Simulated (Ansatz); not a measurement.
Band structure of HfIN (R-3m, 6 atoms in the cell).

```
HfIN
1.0
    1.84638     1.06601    10.77865
   -1.84638     1.06601    10.77865
    0.00000    -2.13202    10.77865
Hf I N
2 2 2
Direct
  0.79441   0.79441   0.79441
  0.20559   0.20559   0.20559
  0.39305   0.39305   0.39305
  0.60695   0.60695   0.60695
  0.13994   0.13994   0.13994
  0.86006   0.86006   0.86006
```

Level of theory: PBEsol, PAW files made with PBE (plane waves; Ansatz, an electronic-structure program).

Settings: basis.ecutwfc = 30.9 Ry; kpoints.mp_grid.grid = 5 5 5; hamiltonian.xc = pbesol; hamiltonian.pseudopotentials = {kind: paw} (the program's default PAW files); scf.occupations.method = fermi_dirac; scf.occupations.width = 0.0015 Ry; kpoints.band_path.path = [[0.0, 0.0, 0.0], [0.5, 0.0, 0.0], [0.5, 0.17318747, -0.17318747]]; kpoints.band_path.npoints = 8.

The starting cell comes from a database of computed structures (which also holds hypothetical and non-ambient phases and stackings), without a prior relaxation at this level. Spin-orbit coupling is off.

Question: Predict the gap along the standard path and the places of the band edges.

Answer: The gap along the path is 0.93 eV, from Γ to a point between L and B1; the smallest direct gap on it is 2.05 eV.

Levels in eV from the top of the valence band on the path, bands 45 to 52:
| point | 45 | 46 | 47 | 48 | 49 | 50 | 51 | 52 |
|---|---|---|---|---|---|---|---|---|
| Γ | -0.09 | -0.09 | 0.00 | 0.00 | 2.05 | 2.24 | 2.24 | 3.49 |
| L | -1.80 | -1.72 | -1.44 | -1.40 | 1.95 | 2.89 | 3.10 | 3.58 |
| B1 | -2.95 | -2.21 | -2.12 | -1.17 | 0.94 | 2.28 | 3.35 | 3.59 |

Keys are those of Ansatz 0.2.
